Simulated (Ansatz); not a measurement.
LaScO3 (GdFeO3-type perovskite start, 20-atom cell) (held in this type by symmetry, stable or not), space group Pnma.

```xyz
20
Lattice="0.0000 0.0000 5.6975 5.8338 0.0000 0.0000 0.0000 8.1417 0.0000" Properties=species:S:1:pos:R:3 pbc="T T T"
La     3.1830     2.0354     0.0671
La     2.6508     6.1063     5.6304
La     5.5676     6.1063     2.9158
La     0.2661     2.0354     2.7817
Sc     0.0000     0.0000     0.0000
Sc     2.9169     0.0000     2.8487
Sc     2.9169     4.0708     2.8487
Sc     0.0000     4.0708     0.0000
O      1.7315     3.6331     1.1588
O      4.1022     4.5086     4.5387
O      1.1853     4.5086     4.0076
O      4.6484     3.6331     1.6899
O      4.6484     0.4378     1.6899
O      1.1853     7.7039     4.0076
O      4.1022     7.7039     4.5387
O      1.7315     0.4378     1.1588
O      5.6303     2.0354     5.1223
O      0.2035     6.1063     0.5752
O      3.1203     6.1063     2.2735
O      2.7134     2.0354     3.4240
```

Computed with PBE (plane waves to 420 eV, PAW; Ansatz, a program for electronic structure). Scalar-relativistic, without spin–orbit coupling; PBE gaps are too small against experiment. Its k-point mesh 4×4×3, Fermi–Dirac width 0.01 eV.

Question: List the levels next to the gap at Γ of this cell's own (folded) zone, from the top of the valence band (the table ends after a fixed count of bands, which can cut a degenerate set).

Answer: 
```csv
band,E − E_v (eV)
v4,-0.221
v3,-0.144
v2,-0.012
v1,0.000
c1,3.919
c2,4.205
c3,4.312
c4,4.584
```
